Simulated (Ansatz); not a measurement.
A periodic model of amorphous Fe36Si6B8:

```xyz
50
Lattice="7.9212 -0.2547 0.2163 -0.2547 8.0885 0.3431 0.2163 0.3431 8.2633" Properties=species:S:1:pos:R:3 pbc="T T T"
Fe     0.1285     6.1552     8.2987
Fe     2.7819     7.5272     3.8014
Fe     5.2309     6.1808     8.0828
Fe     6.0607     4.5216     1.6256
Fe     5.3007     4.3809     5.7942
Fe     4.2522     5.2187     3.0263
Fe     1.9293     1.7757     0.2945
Fe     1.8548     6.8530     6.2228
Fe     4.5217     6.6446     5.4355
Fe     3.6159     0.3002     7.5323
Fe     0.6044     3.0610     3.8920
Fe     1.2911     7.6176     1.7277
Fe     6.0008     1.8835     1.2157
Fe     4.1159     3.4697     0.2862
Fe     0.0277     4.8850     5.4335
Fe     0.1935     2.3896     6.8770
Fe     6.6715     0.2390     7.9653
Fe     0.3660     5.2748     2.6364
Fe     6.6703     0.8900     5.1507
Fe     6.9788     6.7385     6.3971
Fe     6.2885     3.3662     3.6730
Fe     2.3937     3.7882     2.0136
Fe     0.1715     3.2588     1.1961
Fe     3.7638     1.3153     1.7309
Fe     3.2523     2.7859     6.5148
Fe     7.4669     0.9258     2.9149
Fe     6.6784     6.8902     2.0001
Fe     5.4313     2.0183     7.0966
Fe     1.5841     1.1127     5.2076
Fe     1.4906     4.3494     7.4549
Fe     3.3518     2.9091     4.0419
Fe     2.3719     5.7679     0.5507
Fe     4.0624     0.7551     5.1832
Fe     5.1554     7.8385     3.4990
Fe     0.4144     7.3199     4.1262
Fe     2.3139     5.1148     4.5762
Si     1.8158     1.4187     2.8188
Si     4.0841     7.1639     1.5909
Si     6.7052     4.0602     7.7049
Si     3.4601     5.2163     6.8392
Si     6.3448     5.7527     4.1293
Si     0.8516     8.3044     7.7228
B      4.5756     3.1732     2.3304
B      6.7768     2.8915     5.6877
B      5.0987     1.7129     3.4261
B      7.8902     0.8486     0.8958
B      1.6191     3.3475     5.5498
B      2.3022     5.9095     2.6217
B      5.0993     2.4702     5.1289
B      5.1629     7.9436     6.8217
```

Computed with PBE, scalar-relativistic without spin-orbit coupling (plane waves to 420 eV, PAW; Ansatz, an electronic-structure program). In the spin-polarised cell the level spacing at the Fermi energy can part levels of unlike spin.

A CHGNet melt-quench gave the starting glass, which DFT then relaxed. The hot cell started wider than the set density and was brought back towards it in steps. It is the lowest in DFT energy of 3 quenches. It is a model cell: composition and starting density were chosen by hand, and all elements were melted together. No dispersion term was used. Its density started from a set value of 6.68 and ended at 7.13 g/cm³. The simulated quench (nominally 170 K/ps over its main leg) is rapid and tends to freeze in more defects than a deposited or slowly cooled glass has. One small periodic cell is one sample of the glass; other quenches scatter about these values. Volume and shape were free in the relaxation. On a 2×2×2 Γ-centred mesh force components of up to 0.17 eV/Å stay, since the relaxation ran on one k-point at (1/4, 1/4, 1/4).

Cut-offs for bonds: Fe-Fe 3.26 Å, Fe-Si 2.88 Å, Fe-B 2.64 Å, Si-Si 2.66 Å, Si-B 2.34 Å, B-B 2.08 Å.

Question: Give the coordination numbers, mean bond lengths and angles.

Answer: 
| Property | Value |
|---|---|
| Mean coordination of Fe | 14.03 (3 with 12, 10 with 13, 10 with 14, 9 with 15, 4 with 16) |
| Mean coordination of Si | 10.33 (1 with 9, 3 with 10, 1 with 11, 1 with 12) |
| Mean coordination of B | 8.62 (1 with 7, 2 with 8, 4 with 9, 1 with 10) |
| Mean Fe-Fe bond | 2.684 Å (spread 0.229 Å, 192 counted) |
| Mean Fe-B bond | 2.162 Å (spread 0.121 Å, 61 counted) |
| Mean Fe-Si bond | 2.458 Å (spread 0.134 Å, 60 counted) |
| Mean B-B bond | 1.860 Å (spread 0.033 Å, 3 counted) |
| Bond angle at Fe | mean 95.6°, spread 34.6° |
| Bond angle at Si | mean 97.8°, spread 33.2° |
| Bond angle at B | mean 99.0°, spread 30.8° |

Question: What Bader charges do the atoms carry, from a run on one k-point at (1/4, 1/4, 1/4)?

Answer: Means (range): Fe +0.13 e (-0.05 to +0.34), Si -0.02 e (-0.17 to +0.09), B -0.58 e (-0.70 to -0.35).
```
atom  charge (e)
----  ----------
Fe1        +0.01
Fe2        +0.09
Fe3        +0.15
Fe4        +0.01
Fe5        +0.08
Fe6        +0.25
Fe7        +0.04
Fe8        +0.03
Fe9        +0.02
Fe10       +0.21
Fe11       +0.07
Fe12       +0.14
Fe13       +0.29
Fe14       +0.18
Fe15       +0.17
Fe16       +0.22
Fe17       +0.04
Fe18       +0.12
Fe19       +0.34
Fe20       +0.22
Fe21       +0.18
Fe22       +0.23
Fe23       +0.16
Fe24       +0.03
Fe25       +0.13
Fe26       +0.01
Fe27       +0.11
Fe28       +0.16
Fe29       +0.17
Fe30       +0.02
Fe31       +0.28
Fe32       +0.11
Fe33       +0.12
Fe34       -0.05
Fe35       +0.12
Fe36       +0.26
Si37       +0.00
Si38       +0.06
Si39       +0.02
Si40       -0.09
Si41       -0.17
Si42       +0.09
B43        -0.61
B44        -0.52
B45        -0.35
B46        -0.69
B47        -0.61
B48        -0.70
B49        -0.49
B50        -0.64
```
